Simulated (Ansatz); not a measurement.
# Point defect Al on the Hf site + 1 H in monoclinic HfO2

Calculation: PBE, PAW (plane waves to 420 eV; Ansatz, a first-principles code). Set-up: 96-site cell; 2×2×2 shifted k-points; start: the Hf site; H antibonding at the neighbour; no spin–orbit coupling; not converged in cell size; relaxed from one start, so a lower configuration may exist; flagged in the runs: a host whose relaxation on this sampling wasn't shown to rest.

Neighbours after relaxation, in Å: of the Al atom: O 1.90, O 1.93, O 1.93, O 1.99, O 2.03, O 2.19, H 2.30; of the H atom: O 0.98, O 2.11, Al 2.30, O 2.34, O 2.46.

Formation energies E_f are those of the neutral cell. Chemical conditions: O-rich (Δμ(Hf) = -10.38 eV, Δμ(H) = -1.25 eV, Δμ(Al) = -7.45 eV, bounded by H2O molecule, corundum; only phases computed here count, gases as isolated molecules at 0 K). Reference phases: Al: fcc Al, H: H2 molecule in a box, Hf: hcp Hf.

| charge | moment (μB) | point group | largest move off a lattice site (Å) | E_f, O-rich (eV) |
|---|---|---|---|---|
| 0 | not spin-polarised | C1 | 0.41 | 1.10 |

Point groups are those of the whole cell at tolerances of 0.03 and 0.1 Å ("near" where only the looser one holds); none is given for unsettled states.

Flagged in the runs: a host whose relaxation on this sampling wasn't shown to rest.
